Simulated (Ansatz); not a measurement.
Co on the Nb site in ferroelectric LiNbO3 (start: the Nb site; 120-site cell, 2×2×2 Γ-centred sampling). Level of theory: PBE, PAW (plane waves to 420 eV; Ansatz, an electronic-structure program). Total energies of the localised charge states, counted from that of charge +1, and their image corrections (point charge with alignment); the host's valence-band maximum lies at 6.930 eV on the cells' energy zero and its gap is 3.53 eV.

```json
[
 {"charge": "+1", "moment (μB)": "3.0", "E − E(first) (eV)": "0.000", "correction (eV)": "-0.098"},
 {"charge": "0", "moment (μB)": "2.0", "E − E(first) (eV)": "7.648", "correction (eV)": "0.000"},
 {"charge": "−1", "moment (μB)": "1.0", "E − E(first) (eV)": "15.527", "correction (eV)": "0.141"},
 {"charge": "−2", "moment (μB)": "not spin-polarised", "E − E(first) (eV)": "23.693", "correction (eV)": "0.294"}
]
```

Question: Derive the transition levels above the valence-band maximum and say which of them are thermodynamic.

Answer: A level is the Fermi energy at which two charges have equal formation energy: ε(q/q′) = [E(q′) + corr(q′) − E(q) − corr(q)] / (q − q′) − E_VBM.
ε(+1/0) = [(7.648 + 0.000) − (0.000 + -0.098)] / 1 − 6.930 = 0.82 eV
ε(0/−1) = [(15.527 + 0.141) − (7.648 + 0.000)] / 1 − 6.930 = 1.09 eV
ε(−1/−2) = [(23.693 + 0.294) − (15.527 + 0.141)] / 1 − 6.930 = 1.39 eV
Thermodynamic levels at least 0.1 eV inside the gap: (+1/0) at 0.82 eV; (0/−1) at 1.09 eV; (−1/−2) at 1.39 eV. They hold to tenths of an eV in this cell. Charges with a result: +1, 0, −1, −2. Others weren't obtained, and one of them could lie lower, also by skipping a charge. Flagged in the runs: a host whose relaxation on this sampling wasn't shown to rest, a strain field that reaches the edge of the cell.
